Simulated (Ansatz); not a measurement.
Subject: the energy of the reaction as written. Reaction: 1/4 cell B + 3/4 OH (gas) → cell A. Negative: the products are lower in energy.

Cell A: a slab of W (bcc, Im-3m) cut along (110), 7 atoms, oblique cell of 3.18 × 2.76 Å (7.2 Å²), symmetry P1 within 0.02 Å, 11.0 Å thick under 16 Å of vacuum, in-plane vectors held at the crystal's; planes from bottom to top: W × 5 | O | H, its two faces unlike (dipole correction applied); added, foreign or displaced atoms, above the top plane: OH bound through O to 2 W at 2.17 Å; spin state with PBE: run without spin, k-point mesh 18×20×1.
```
W5HO
1.0
    3.18370     0.00000     0.00000
    1.59185     2.25122     0.00000
    0.00000     0.00000    27.31674
W O H
5 1 1
Direct
  0.98205   0.89018   0.29577
  0.48195   0.89015   0.37535
  0.98198   0.89058   0.45809
  0.48064   0.89202   0.54037
  0.97915   0.89691   0.62134
  0.47583   0.38908   0.68250
  0.54245   0.65108   0.69976
```

Cell B: a slab of W (bcc, Im-3m) cut along (110), 22 atoms, oblique cell of 6.37 × 5.51 Å (28.7 Å²), symmetry P1 within 0.02 Å, 11.1 Å thick under 16 Å of vacuum, in-plane vectors held at the crystal's; planes from bottom to top: W4 × 5 | O | H, its two faces unlike (dipole correction applied); added, foreign or displaced atoms, above the top plane: OH bound through O to 2 W at 2.15 Å; spin state with PBE: run without spin, k-point mesh 9×10×1.
```
CELL_PARAMETERS angstrom
      6.36741     0.00000     0.00000
      3.18370     4.50244     0.00000
      0.00000     0.00000    27.31674
ATOMIC_POSITIONS crystal
  W  0.99685 0.98312 0.29542
  W  0.49672 0.98329 0.29548
  W  0.99692 0.48349 0.29553
  W  0.49700 0.48337 0.29541
  W  0.74685 0.48312 0.37495
  W  0.24657 0.48338 0.37493
  W  0.74684 0.98368 0.37498
  W  0.24723 0.98299 0.37496
  W  0.99624 0.98380 0.45767
  W  0.49655 0.98316 0.45751
  W  0.99733 0.48345 0.45743
  W  0.49745 0.48272 0.45771
  W  0.74471 0.48830 0.54008
  W  0.24750 0.48004 0.54025
  W  0.74923 0.97834 0.54036
  W  0.24539 0.98769 0.54024
  W  0.99371 0.97861 0.61810
  W  0.49558 0.97803 0.62290
  W  0.99341 0.49058 0.62280
  W  0.50026 0.48957 0.61724
  O  0.24426 0.23097 0.68277
  H  0.28544 0.34829 0.70173
```

Reference: an isolated OH molecule (doublet) in a box of 11 × 11 × 13 Å.

Computed with Ansatz (plane waves, PAW), its default PAW set, cutoff 420 eV, 500 eV for r2SCAN. The structures are at rest with PBE, within the held lattices; other levels are single points on them. Neutral cells; Fermi-Dirac smearing of at most 0.10 eV in the solids, energies taken to zero width. The lattices are those relaxed with PBE, so at other levels the solids can be strained, which adds to the spread. Larger cells are relaxed from a start prepared with the learned potential CHGNet till forces fall under 0.03 eV/Å, which some starts already meet. A dispersion term (D3(BJ), or D4 for r2SCAN) was computed beside these levels and is taken off wherever the name lacks it. The PAW files were made for PBE and serve at the other functionals too. Space groups of crystals are read within 0.01 Å. Static lattices, no vibrational contributions. Cells are local rest points, mostly with their start's symmetry. Spin-orbit coupling is left out. The d electrons get no Hubbard U. Values are for these cell sizes.

Problem. Predict the value from r2SCAN.

Solution. -3.11 eV, for 1/4 cell B + 3/4 OH (gas) → cell A.

Problem. What do the other levels give, and how wide is the spread?

Solution. 
| Level | value (eV) | less r2SCAN |
|---|---|---|
| PBE | -3.03 | 0.08 |

The levels shown span 0.08 eV, from r2SCAN (-3.11) to PBE (-3.03).

Ansatz is a program for electronic structure.
